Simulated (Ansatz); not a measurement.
MgS (Fm-3m): ε∞ = 5.528, static ε₀ = 14.79, effective LO energy 49.2 meV, hole mass 0.949 mₑ (band masses from HSE06, rigid bands run with Ansatz, an electronic-structure program, cell and atoms relaxed with PBEsol; dielectric constants and zone-centre modes from PBEsol run with Ansatz on its own relaxed cell).

Task: Work out the Fröhlich coupling α = (1/ε∞ − 1/ε₀) √(m Ry/ħω_LO) and what it means for transport at 300 K.

Result: 1/ε∞ − 1/ε₀ = 0.113 and √(m × 13.606 eV/ħω) = 16.2, so α = 1.83; in weak coupling the polaron mass is about m(1 + α/6). No mobility is given: intermediate coupling to a stiff mode, where neither simple mobility formula holds.

Model: isotropic Fröhlich coupling of one parabolic band to one effective longitudinal optical (LO) phonon, from the dielectric constants and phonon modes at the zone centre, chosen so that α equals the sum over the polar modes. Acoustic, nonpolar, intervalley and impurity scattering are left out, and they lower the mobility further; with several valleys or bands the averaged mass is a rough stand-in. Semilocal functionals tend to overestimate ε∞, which makes α low and the mobility high.
